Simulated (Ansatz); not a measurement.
Defect: O vacancy in monoclinic HfO2 strained by -1.5 % along x and y, z held, charge state +2. Level of theory: PBE, PAW (plane waves to 420 eV; Ansatz, a quantum-chemistry and plane-wave program).

96-site cell at the strained lattice (strain from the relaxed PBE one, atoms relaxed), the Γ point alone, smearing 0.01 eV, spin-restricted, no finite-size correction. Static, classical nuclei. Spin-orbit coupling is left out. The charge state is imposed; whether it is stable for some Fermi level was not computed. Forms of the defect that were not tried may lie lower.

Barriers: single points on a 2×2×2 k-point mesh shifted by half a step at the bands' geometries.

The step: one O atom jumps into the vacancy from a nearby O site. Atoms about the jump, Cartesian Å from the middle of the jump, before and after:

```json
[
 {"atom": "O1", "x0": "0.17", "y0": "0.30", "z0": "-1.18", "x1": "-0.17", "y1": "-0.30", "z1": "1.18"},
 {"atom": "Hf2", "x0": "1.12", "y0": "1.29", "z0": "0.40", "x1": "1.04", "y1": "1.25", "z1": "0.64"},
 {"atom": "Hf3", "x0": "-2.09", "y0": "-1.51", "z0": "0.89", "x1": "-1.87", "y1": "-1.42", "z1": "0.93"},
 {"atom": "Hf4", "x0": "1.45", "y0": "-1.00", "z0": "-2.14", "x1": "1.56", "y1": "-1.13", "z1": "-2.24"},
 {"atom": "O5", "x0": "-2.52", "y0": "0.00", "z0": "-0.47", "x1": "-2.49", "y1": "0.07", "z1": "-0.51"},
 {"atom": "O6", "x0": "2.62", "y0": "0.05", "z0": "-0.51", "x1": "2.23", "y1": "0.07", "z1": "-0.60"},
 {"atom": "O7", "x0": "-0.73", "y0": "2.10", "z0": "0.32", "x1": "-0.68", "y1": "2.15", "z1": "0.05"},
 {"atom": "O8", "x0": "-0.66", "y0": "-2.75", "z0": "0.16", "x1": "-0.71", "y1": "-2.92", "z1": "0.22"},
 {"atom": "O9", "x0": "-0.22", "y0": "-2.14", "z0": "-2.51", "x1": "-0.29", "y1": "-1.94", "z1": "-2.32"},
 {"atom": "Hf10", "x0": "-1.45", "y0": "1.53", "z0": "-1.67", "x1": "-1.64", "y1": "1.67", "z1": "-1.75"},
 {"atom": "O11", "x0": "1.79", "y0": "0.09", "z0": "2.04", "x1": "2.15", "y1": "0.13", "z1": "2.16"},
 {"atom": "O12", "x0": "2.06", "y0": "-2.45", "z0": "-0.71", "x1": "2.10", "y1": "-2.49", "z1": "-0.72"},
 {"atom": "O13", "x0": "-1.12", "y0": "-2.00", "z0": "2.69", "x1": "-1.12", "y1": "-2.09", "z1": "2.82"},
 {"atom": "O14", "x0": "1.58", "y0": "-2.51", "z0": "1.94", "x1": "1.62", "y1": "-2.53", "z1": "1.91"},
 {"atom": "Hf15", "x0": "0.59", "y0": "-1.09", "z0": "3.28", "x1": "0.57", "y1": "-1.00", "z1": "3.14"},
 {"atom": "Hf16", "x0": "3.18", "y0": "-1.44", "z0": "0.92", "x1": "3.17", "y1": "-1.44", "z1": "0.94"},
 {"atom": "O17", "x0": "-2.93", "y0": "0.09", "z0": "2.13", "x1": "-2.97", "y1": "0.10", "z1": "2.14"},
 {"atom": "O18", "x0": "-3.06", "y0": "-2.49", "z0": "-0.72", "x1": "-3.02", "y1": "-2.44", "z1": "-0.71"},
 {"atom": "O19", "x0": "-2.05", "y0": "0.11", "z0": "-3.11", "x1": "-2.08", "y1": "0.16", "z1": "-3.11"},
 {"atom": "O20", "x0": "2.06", "y0": "2.68", "z0": "-0.73", "x1": "2.02", "y1": "2.67", "z1": "-0.70"},
 {"atom": "O21", "x0": "0.67", "y0": "-0.26", "z0": "-3.99", "x1": "0.61", "y1": "-0.14", "z1": "-3.82"},
 {"atom": "Hf22", "x0": "0.99", "y0": "-3.98", "z0": "0.50", "x1": "1.00", "y1": "-4.01", "z1": "0.50"},
 {"atom": "Hf23", "x0": "-1.43", "y0": "-3.55", "z0": "-1.72", "x1": "-1.44", "y1": "-3.55", "z1": "-1.69"}
]
```

**Question.** Give the saddle-point geometry and the barrier.

**Answer.** 
```csv
atom,x,y,z
O1,-0.06,-0.36,-0.10
Hf2,1.06,1.24,0.51
Hf3,-1.79,-1.37,0.75
Hf4,1.46,-1.08,-2.08
O5,-2.61,0.09,-0.53
O6,2.50,0.08,-0.54
O7,-0.70,2.21,0.13
O8,-0.73,-3.00,0.22
O9,-0.25,-2.11,-2.43
Hf10,-1.60,1.63,-1.71
O11,1.91,0.10,2.13
O12,2.08,-2.49,-0.66
O13,-1.06,-1.96,2.66
O14,1.60,-2.53,1.96
Hf15,0.63,-1.08,3.30
Hf16,3.17,-1.44,0.95
O17,-2.90,0.12,2.09
O18,-2.97,-2.42,-0.73
O19,-2.06,0.13,-3.10
O20,2.00,2.64,-0.73
O21,0.58,-0.13,-3.77
Hf22,1.00,-4.02,0.52
Hf23,-1.43,-3.60,-1.71
```
It lies 0.76 eV above the start and 0.76 eV above the end. The saddle point's order was not checked.
